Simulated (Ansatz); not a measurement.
The parent structure is TiO2 in the rutile structure (space group P4_2/mnm, No. 136; a = 4.5912 Å, c = 2.9391 Å).

Method: DFT with PBEsol, PAW potentials and a 420 eV plane-wave cutoff in Ansatz (a first-principles code), no spin-orbit coupling.

Carriers are added at fixed cell with a uniform background; the Fermi–Dirac width is that of 300 K.

One change was made to it. Results:

```tsv
quantity	base	after
Fermi level relative to the doped band's edge (positive inside the band; to 0.05 eV)	–	+0.20 eV
gap between the host's bands	1.87 eV	2.11 eV
gap character	direct at Γ	direct at Γ
```

Q: Which change produced these results?
(A) electrons 2.0×10^21 cm⁻³
(B) electrons 3.0×10^21 cm⁻³
(C) electrons 7.0×10^21 cm⁻³
(D) holes 2.0×10^21 cm⁻³

A: C, electrons 7.0×10^21 cm⁻³. For comparison, the gap between the host's bands in the other runs: electrons 2.0×10^21 cm⁻³ gives 1.94 eV; holes 2.0×10^21 cm⁻³ gives 1.90 eV; electrons 3.0×10^21 cm⁻³ gives 1.97 eV.

Carriers are added with a uniform compensating background; total energy and stress of such cells depend on the potential's zero and are not compared; many-body gap narrowing is missing at this level. Stability against distortions was not tested. The final runs are not spin-polarised.
